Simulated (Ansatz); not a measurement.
H on the O site (H_O) in alpha quartz (start: the O site; 72-site cell, 2×2×2 Γ-centred sampling). Calculation: PBE, PAW (plane waves to 420 eV; Ansatz, a quantum-chemistry and plane-wave program). Total energies of the localised charge states, counted from that of charge +1, and their image corrections (point charge with alignment); the host's valence-band maximum lies at 1.990 eV on the cells' energy zero and its gap is 5.68 eV.

| charge | moment (μB) | E − E(first) (eV) | correction (eV) |
|---|---|---|---|
| +1 | not spin-polarised | 0.000 | 0.330 |
| 0 | 1.0 | 5.866 | 0.000 |
| −1 | not spin-polarised | 11.502 | 0.433 |

Derive the transition levels above the valence-band maximum and say which of them are thermodynamic.

A level is the Fermi energy at which two charges have equal formation energy: ε(q/q′) = [E(q′) + corr(q′) − E(q) − corr(q)] / (q − q′) − E_VBM.
ε(+1/0) = [(5.866 + 0.000) − (0.000 + 0.330)] / 1 − 1.990 = 3.55 eV
ε(0/−1) = [(11.502 + 0.433) − (5.866 + 0.000)] / 1 − 1.990 = 4.08 eV
Thermodynamic levels at least 0.1 eV inside the gap: (+1/0) at 3.55 eV; (0/−1) at 4.08 eV. They hold to tenths of an eV in this cell. Only the charges listed were compared. The geometries come from one start. Flagged in the runs: a host whose relaxation on this sampling wasn't shown to rest, a strain field that reaches the edge of the cell.
